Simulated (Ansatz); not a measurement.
The parent structure is ZnSe in the zinc blende structure (space group F-43m, No. 216; a = 5.568 Å). Axes: x, y, z lie along the cube axes.

The values are results of LDA (Ansatz, an electronic-structure program, PAW, no SOC), not measurements.

It is then changed as follows: the cell is compressed by 3.00 % along z with no lateral relaxation; the atoms relax in the strained cell.

**Question.** Predict the stress tensor and what it implies for the stiffness.

**Answer.** Stress of the strained cell less that of the base (GPa, compression positive):
```
   1.96    0.00    0.00
   0.00    1.96    0.00
   0.00    0.00    3.03
```

Then −Δσ_ii/ε with ε = -0.0300 gives secant stiffness values (nonlinear terms included at this strain): C33 ≈ 101 GPa, C13 ≈ 65 GPa and C23 ≈ 65 GPa.

As a check, the harmonic strain energy −½ V₀ Δσ:ε is 6.1 meV/atom; the computed energy rise is 6.0 meV/atom.

Stability against distortions was not tested.
